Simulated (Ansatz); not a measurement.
Take GaSb in the zinc blende structure (space group F-43m, No. 216; a = 6.049 Å) as the base. Axes: x, y, z lie along the cube axes.

Computed with LDA (Ansatz, an electronic-structure program), no SOC.

Before the change:

```
Item       Result
--------  -------
Pressure  0.0 GPa
```

One thing is altered: uniaxial strain ε_zz = +3.00 %, all other strain components held at zero, atoms relaxed at fixed cell.

Task: What does the calculation give for the pressure and energy relative to the base after the change?

Result: The pressure (mean of the normal stresses, compression positive) goes from zero to -1.5 GPa; the energy goes up by 6.5 meV/atom.

No phonon test of stability was made. All final runs are without spin polarisation.
